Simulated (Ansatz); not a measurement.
**Worked example: self-consistent single point of Lu₂SeO₂ (P3m1, 5 atoms in the cell) in Ansatz (an electronic-structure program)**

Method of the run: PBEsol, default PAW files made with PBE (plane waves; Ansatz).

Input as run:

Ansatz 0.2 input:
```yaml
crystal:
  lattice:
    - [3.727228, 0.000000, 0.000000]
    - [-1.863614, 3.227875, 0.000000]
    - [0.000000, 0.000000, 6.666781]
  atoms:
    - { symbol: Lu, position: [0.333333, 0.666667, 0.300700] }
    - { symbol: Lu, position: [0.666667, 0.333333, 0.706800] }
    - { symbol: Se, position: [0.000000, 0.000000, 0.000000] }
    - { symbol: O, position: [0.333333, 0.666667, 0.625100] }
    - { symbol: O, position: [0.666667, 0.333333, 0.374900] }
basis:
  ecutwfc: 30.9 Ry
kpoints:
  mp_grid: { grid: [7, 7, 3] }
hamiltonian:
  xc: pbesol
  pseudopotentials: { kind: paw }
scf:
  occupations: { method: fermi_dirac, width: 0.0015 Ry }
output:
  forces: true
  eigenvalues: true
  stress: true
```

Log, with long lists cut:

```
WARN the atoms were moved onto the symmetric positions of the space group found under crystal.symmetry.tolerance 1.0e-5 (fractional …
WARN ansatz: RAYON_NUM_THREADS=1 ignored (pool sized by the plan → 1); use --threads N
Pseudopotentials: kind: paw
Pseudopotential: Lu, paw, valence charge 25
Pseudopotential: Se, paw, valence charge 16
Pseudopotential: O, paw, valence charge 6
Crystal: 5 atoms, lattice volume = 80.208 Å³
Basis set: ecut = 420.4159175005146 eV, 1583 PW (Γ), exchange–correlation on 50×50×90 points (8 copies of the dense FFT grid, shifted against one another)
Bands: 47, of which v1, the nominal top of the filled ones, is band 39 counted from 1 (38 counted from 0)
Symmetry: 6 space group operations
Space group: P3m1 (ITA 156), of the structure as read, at distance tolerance 4.3e-5 Å
k-points: 20 of 147 (time reversal used)
PAW frozen core: Lu, regenerated for the run's functional, and the local potential with it
PAW frozen core: Se, regenerated for the run's functional, and the local potential with it
PAW frozen core: O, regenerated for the run's functional, and the local potential with it
Initial density: superposition of atomic densities (neutral atoms: chi_scale 0, normalization atom), corrected by the library's trained network
Initial wavefunctions: pseudopotential atomic-orbital guess
Eigensolver: davidson
Functional: x = pbesol(κ = 0.804, μ = 0.12345679012345678), c = pbesol(β = 0.046)
SCF iter   1: F=—  HF=-35779.257837 eV  |F-HF|=—  |Δ(HF+E_count)|=         —  Δρ=1.41e-2  dr2=1.45e-1  ethr=1.77e-3  ⟨swp⟩=6.1  Hψ=4040  notcnv=0  defer=3
all-band conjugate gradients solve this SCF's bands
preconditioner: auto → Resta (q_TF=auto, 2.716 Å⁻¹)
SCF iter   2: F=—  HF=-35779.217577 eV  |F-HF|=—  |Δ(HF+E_count)|=   4.03e-2  Δρ=2.86e-3  dr2=3.27e-3  ethr=1.85e-4  ⟨swp⟩=3.5  Hψ=2184  notcnv=0  defer=48
SCF iter   3: F=—  HF=-35779.217695 eV  |F-HF|=—  |Δ(HF+E_count)|=   1.18e-4  Δρ=1.69e-3  dr2=1.48e-3  ethr=4.19e-6  ⟨swp⟩=2.2  Hψ=1587  notcnv=0  defer=48
SCF iter   4: F=—  HF=-35779.217895 eV  |F-HF|=—  |Δ(HF+E_count)|=   2.00e-4  Δρ=7.87e-4  dr2=5.41e-4  ethr=1.89e-6  ⟨swp⟩=2.5  Hψ=2022  notcnv=0  defer=48
SCF iter   5: F=—  HF=-35779.217553 eV  |F-HF|=—  |Δ(HF+E_count)|=   3.42e-4  Δρ=3.46e-4  dr2=1.08e-4  ethr=6.93e-7  ⟨swp⟩=3.4  Hψ=2074  notcnv=0  defer=48
SCF iter   6: F=—  HF=-35779.217528 eV  |F-HF|=—  |Δ(HF+E_count)|=   2.52e-5  Δρ=1.46e-4  dr2=1.64e-5  ethr=1.38e-7  ⟨swp⟩=2.5  Hψ=1843  notcnv=0  defer=48
SCF iter   7: F=—  HF=-35779.217413 eV  |F-HF|=—  |Δ(HF+E_count)|=   1.15e-4  Δρ=4.80e-5  dr2=1.58e-6  ethr=2.10e-8  ⟨swp⟩=2.0  Hψ=1437  notcnv=0  defer=48
SCF iter   8: F=—  HF=-35779.217413 eV  |F-HF|=—  |Δ(HF+E_count)|=   2.69e-7  Δρ=1.18e-5  dr2=1.03e-7  ethr=2.02e-9  ⟨swp⟩=2.2  Hψ=1626  notcnv=0  defer=48
SCF iter   9: F=-35779.217413 eV  HF=-35779.217413 eV  |F-HF|=5.44e-8  |Δ(HF+E_count)|=  5.53e-10  Δρ=9.06e-6  dr2=5.30e-8  ethr=1.28e-10  ⟨swp⟩=13.6  Hψ=6272  notcnv=0
SCF 1 converged in 9 iterations: F = -35779.217413 eV  dr2 = 5.30e-8
SCF converged after 9 iterations
Free energy (F): -35779.217413 eV
Harris-Foulkes:  -35779.217413 eV  (|F-HF|=5.44e-8)
Internal energy: -35779.217413 eV  (E = F + TS)
E sigma→0 (E₀):  -35779.217413 eV
Fermi energy:    14.622692 eV
--- Per-component energies (eV) ---
  E_band       = -196.161455
  E_kinetic    = 1313.578453
  E_local      = -15830.147840  (includes V_loc(G=0)·N_el)
  E_nonlocal   = 666.967251
  E_hartree    = 6806.409051
  E_xc         = -687.088334
  E_vxc        = -806.899980  (∫ρ·V_xc dr)
  E_paw        = -16682.357096  (= ΣΔE_a)
  E_vpaw       = 847.516244  (= ΣTr[D̂ρ^β])
  E_aug_tail   = 0.004222  (compensation charges beyond the density's cutoff)
  E_ewald      = -11370.046481
  E_core_change = 3.463362  (= ΣΔE_core)
  E_smearing   = -0.000000  (= −TS)
  E_closure    = -0.000000  (closes the sum)
  Σ components = -35779.217413   (vs F -35779.217413, Δ=0.00e0)
--- Forces (eV/Å), atoms counted from 1 ---
  atom   1  Lu     0.00000000    -0.00000000    -1.01985393
  atom   2  Lu     0.00000000     0.00000000     0.60757351
  atom   3  Se    -0.00000000    -0.00000000     0.05031950
  atom   4  O     -0.00000000    -0.00000000     0.21429918
  atom   5  O      0.00000000     0.00000000     0.14769602
  max |Σ_I F_I| component: 3.43e-5 eV/Å
--- Stress (GPa, compression-positive) ---
       -0.252291       0.000000       0.000000
        0.000000      -0.252291       0.000000
        0.000000       0.000000       0.060759
  P = ⅓ Tr σ = -0.1479 GPa (-1.479 kbar)
  The stress holds the Pulay correction. Without it, at fixed plane waves, as pw.x and ABINIT print it: P = -0.5504 GPa
--- Band table (eV; the first three rows and the last of 20) ---
  k-point 0: bands = ["-41.5229", "-41.4660", "-32.6656", "-32.6589", "-32.6589", "-32.6217", "-32.6217", "-12.6373", "-12.2450", "-12.2450", "-12.1628", "-12.1628", "-12.1371", "-4.7066", "-4.3531", "1.3568", "8.6605", "8.6605", "8.6639", "8.8246", [...]
  k-point 1: bands = ["-41.5228", "-41.4661", "-32.6656", "-32.6589", "-32.6589", "-32.6217", "-32.6217", "-12.6184", "-12.2448", "-12.2448", "-12.1630", "-12.1630", "-12.1605", "-4.6741", "-4.3570", "1.2678", "8.6005", "8.6280", "8.6280", "9.0713", [...]
  k-point 2: bands = ["-41.5209", "-41.4646", "-32.6655", "-32.6589", "-32.6589", "-32.6216", "-32.6215", "-12.6359", "-12.3398", "-12.2607", "-12.2187", "-12.1722", "-12.1286", "-4.5777", "-4.2582", "1.4385", "8.1210", "8.7044", "8.7681", "9.0332", [...]
  k-point 19: bands = ["-41.5113", "-41.4578", "-32.6651", "-32.6591", "-32.6590", "-32.6213", "-32.6210", "-12.7068", "-12.6653", "-12.4192", "-12.3003", "-12.2238", "-12.1836", "-3.9774", "-3.8947", "2.0115", "8.1635", "8.3723", "8.7655", [...]
```

The run converged in 9 iterations.

The starting cell comes from a database of computed structures (which also holds hypothetical and non-ambient phases and stackings), without a prior relaxation at this level. Its lattice was rescaled by up to half a per cent. One atom was moved a little off its site on purpose. Spin-orbit coupling is off. Forces in this geometry exceed 1 eV/Å. Ansatz's pressure includes its estimate of the finite-basis (Pulay) stress.
